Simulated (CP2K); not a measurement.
Worked example: self-consistent single point of LiH (Fm-3m, 2 atoms in the cell) in CP2K

Method: CP2K with PBE, GPW, DZVP-MOLOPT-PBE-GTH basis, GTH-PBE potentials (POTENTIAL_UZH).

This input was run:

```
&GLOBAL
  PROJECT run
  RUN_TYPE ENERGY_FORCE
  PRINT_LEVEL MEDIUM
&END GLOBAL
&FORCE_EVAL
  METHOD Quickstep
  STRESS_TENSOR ANALYTICAL
  &DFT
    BASIS_SET_FILE_NAME BASIS_MOLOPT_UZH
    POTENTIAL_FILE_NAME POTENTIAL_UZH
    &QS
      METHOD GPW
      EPS_DEFAULT 1E-11
    &END QS
    &MGRID
      CUTOFF 400
      REL_CUTOFF 60
      NGRIDS 4
    &END MGRID
    &SCF
      SCF_GUESS ATOMIC
      EPS_SCF 1E-6
      MAX_SCF 100
      ADDED_MOS 4
      &DIAGONALIZATION
        ALGORITHM STANDARD
      &END DIAGONALIZATION
      &MIXING
        METHOD BROYDEN_MIXING
        ALPHA 0.4
        NBUFFER 10
        BETA 1.5
      &END MIXING
      &SMEAR ON
        METHOD FERMI_DIRAC
        ELECTRONIC_TEMPERATURE [K] 580.23
      &END SMEAR
    &END SCF
    &KPOINTS
      SCHEME MONKHORST-PACK 5 5 5
    &END KPOINTS
    &XC
      &XC_FUNCTIONAL PBE
      &END XC_FUNCTIONAL
    &END XC
    &PRINT
      &MO
        EIGENVALUES T
        OCCUPATION_NUMBERS T
        NDIGITS 8
        FILENAME mo
        &EACH
          QS_SCF 0
        &END EACH
        ADD_LAST NUMERIC
      &END MO
      &MULLIKEN ON
      &END MULLIKEN
    &END PRINT
  &END DFT
  &SUBSYS
    &CELL
      A 2.89942100 0.00000000 0.00000000
      B 1.44971000 2.51097200 0.00000000
      C 1.44971000 0.83699100 2.36736700
      PERIODIC XYZ
    &END CELL
    &COORD
      SCALED
      Li       0.00000000     0.00000000     0.00000000
      H        0.50000000     0.50000000     0.50000000
    &END COORD
    &KIND Li
      BASIS_SET DZVP-MOLOPT-PBE-GTH-q3
      POTENTIAL GTH-PBE-q3
    &END KIND
    &KIND H
      BASIS_SET DZVP-MOLOPT-PBE-GTH-q1
      POTENTIAL GTH-PBE-q1
    &END KIND
  &END SUBSYS
  &PRINT
    &FORCES ON
    &END FORCES
    &STRESS_TENSOR ON
    &END STRESS_TENSOR
  &END PRINT
&END FORCE_EVAL
```

Log, with long lists cut:

```
 GLOBAL| Method name                                                        CP2K
 GLOBAL| Project name                                                        run
 GLOBAL| Run type                                                   ENERGY_FORCE

 CELL| Volume [angstrom^3]:                                            17.235296
 CELL| Vector a [angstrom]:       2.899     0.000     0.000   |a| =     2.899421
 CELL| Vector b [angstrom]:       1.450     2.511     0.000   |b| =     2.899421
 CELL| Vector c [angstrom]:       1.450     0.837     2.367   |c| =     2.899421
 CELL| Angle (b,c), alpha [degree]:                                    59.999998
 CELL| Angle (a,c), beta  [degree]:                                    60.000006
 CELL| Angle (a,b), gamma [degree]:                                    60.000006
 CELL| Numerically orthorhombic:                                              NO
 CELL| Periodicity                                                           XYZ

 DFT| Spin restricted Kohn-Sham (RKS) calculation                            RKS
 DFT| Multiplicity                                                             1
 DFT| Number of spin states                                                    1
 DFT| Charge                                                                   0
 DFT| XC density smoothing                                                  NONE
 DFT| XC derivatives                                                          PW

 QS| Method:                                                                 GPW
 QS| Density plane wave grid type                        NON-SPHERICAL FULLSPACE
 QS| Number of grid levels:                                                    4
 QS| Density cutoff [a.u.]:                                                200.0
 QS| Multi grid cutoff [a.u.]: 1) grid level                               200.0
   [... lines left out ...]
 BRILLOUIN| Wavefunction type                                            COMPLEX
 BRILLOUIN| List of Kpoints [2 Pi/Bohr]                                       63
 BRILLOUIN| Number           Weight            X              Y              Z
 BRILLOUIN|     1           0.01600       -0.40000       -0.40000       -0.40000
 BRILLOUIN|     2           0.01600       -0.40000       -0.40000       -0.20000
 BRILLOUIN|     3           0.01600       -0.40000       -0.40000        0.00000
   [... 60 lines left out ...]
 *******************************************************************************

 Extrapolation method: initial_guess

 Re-scaling the density matrix to get the right number of electrons
                  # Electrons              Trace(P)               Scaling factor
                            4                 4.000                        1.000

 Number of electrons:                                                          4
 Number of occupied orbitals:                                                  2
 Number of molecular orbitals:                                                 6

 Number of orbital functions:                                                 11
 Number of independent orbital functions:                                     11
 SCF WAVEFUNCTION OPTIMIZATION

  Step     Update method      Time    Convergence         Total energy    Change
     1 NoMix/Diag. 0.40E+00      -     2.00022699        -8.1460636953 -8.15E+00
     2 Broy./Diag. 0.40E+00      -     0.07739754        -7.9803287628  1.66E-01
     3 Broy./Diag. 0.40E+00      -     0.19124496        -8.0782815610 -9.80E-02
     4 Broy./Diag. 0.40E+00      -     0.01040703        -8.0883973279 -1.01E-02
     5 Broy./Diag. 0.40E+00      -     0.00647080        -8.0856638409  2.73E-03
     6 Broy./Diag. 0.40E+00      -     0.00183061        -8.0857310566 -6.72E-05
     7 Broy./Diag. 0.40E+00      -     0.00022076        -8.0854225122  3.09E-04
     8 Broy./Diag. 0.40E+00      -     0.00031354        -8.0851662611  2.56E-04
     9 Broy./Diag. 0.40E+00      -     0.00000955        -8.0851751423 -8.88E-06
    10 Broy./Diag. 0.40E+00      -     0.00000524        -8.0851708129  4.33E-06
    11 Broy./Diag. 0.40E+00      -     0.00000175        -8.0851711934 -3.81E-07
    12 Broy./Diag. 0.40E+00      -     0.00000077        -8.0851719581 -7.65E-07
  *** SCF run converged in    12 steps ***

  Electronic density on regular grids:         -4.0000000000        0.0000000000
  Core density on regular grids:                3.9999999999       -0.0000000001
  Total charge density on r-space grids:       -0.0000000000
  Total charge density g-space grids:          -0.0000000000

  Overlap energy of the core charge distribution:               0.00000000000000
  Self energy of the core charge distribution:                 -7.75745465670706
  Core Hamiltonian energy:                                      0.82496383766581
  Hartree energy:                                               1.05725272160862
  Exchange-correlation energy:                                 -2.20993386065351
  Electronic entropic energy:                                  -0.00000000000000
  Fermi energy:                                                 0.04158582309009

  Total energy:                                                -8.08517195808615
  Total energy (extrapolated to T->0):                         -8.08517195808615

                     Mulliken Population Analysis

 #  Atom  Element  Kind  Atomic population                           Net charge
       1     Li       1          2.515945                              0.484055
       2     H        2          1.484055                             -0.484055
 # Total charge                              4.000000                  0.000000

 ENERGY| Total FORCE_EVAL ( QS ) energy [hartree]             -8.085171999963311

 FORCES| Atomic forces [hartree/bohr]
 FORCES|   Atom     x               y               z               |f|
 FORCES|      1 -1.26717789E-16  6.06069949E-16  2.47620460E-16   6.66853862E-16
 FORCES|      2 -9.84946424E-16 -1.29245866E-16 -5.55749155E-16   1.13827988E-15
 FORCES| Sum    -1.11166421E-15  4.76824083E-16 -3.08128695E-16
 FORCES| Total atomic force                                       1.24823949E-15

 STRESS| Analytical stress tensor [bar]
 STRESS|                        x                   y                   z
 STRESS|      x       -1.67698371905E+04   2.74771173468E+01   1.94292543028E+01
 STRESS|      y        2.74771173468E+01  -1.68013591933E+04   1.11225503864E+01
 STRESS|      z        1.94292543028E+01   1.11225503864E+01  -1.68092291309E+04
 STRESS| 1/3 Trace                                            -1.67934751716E+04
```

The run converged in 12 iterations.

The starting cell has typed, rounded lattice constants, without a prior relaxation at this level. Its lattice was rescaled by up to half a per cent. Values carry the incompleteness of an atom-centred basis.

Cost on one core of a shared machine: roughly 50 s.
